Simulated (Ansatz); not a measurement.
Results of r²SCAN+rVV10 in Ansatz (plane waves, PAW) for B2O3 (model structure, started from the corundum type, R-3c, No. 167, 10 atoms in the cell).

Run with plane-wave cutoff 560 eV, 10×10×10 k mesh, Fermi–Dirac smearing 0.01 eV, scalar-relativistic PAW data made under PBE.

Computed at the level's own relaxed cell.

```
B2O3
1.0
    2.17502     1.25575     5.88707
   -2.17502     1.25575     5.88707
    0.00000    -2.51149     5.88707
B O
4 6
Cartesian
  0.00000   0.00000   7.33368
  0.00000   0.00000   1.49694
  0.00000   0.00000  10.32755
  0.00000   0.00000  16.16429
 -0.53838   1.25575  10.30238
 -0.81832  -1.09412  10.30238
  1.35670  -0.16162  10.30238
  0.53838  -1.25575   7.35884
  0.81832   1.09412   7.35884
 -1.35670   0.16162   7.35884
```

### Question
List the 31 lowest band energies at Γ above −25 eV (eV, relative to the valence band maximum), grouping those that round alike.

### Answer
At Γ: -20.97, -20.66, -18.53 (×2), -18.48 (×2), -8.93, -8.71, -6.86 (×2), -6.81 (×2), -5.58, -3.27, -1.10, -0.97, -0.85 (×2), -0.63 (×2), -0.38 (×4), 5.43, 7.13, 7.22, 11.64, 12.17, 13.80, 14.07.

Note: the relaxation could raise the start's symmetry but not lower it, so the cell can be a saddle point.

A model structure was made by putting elements into a prototype or built by hand; it is no filed structure, need not be a known phase, and can be a saddle point held by its symmetry.

Ansatz is a quantum-chemistry and plane-wave program.
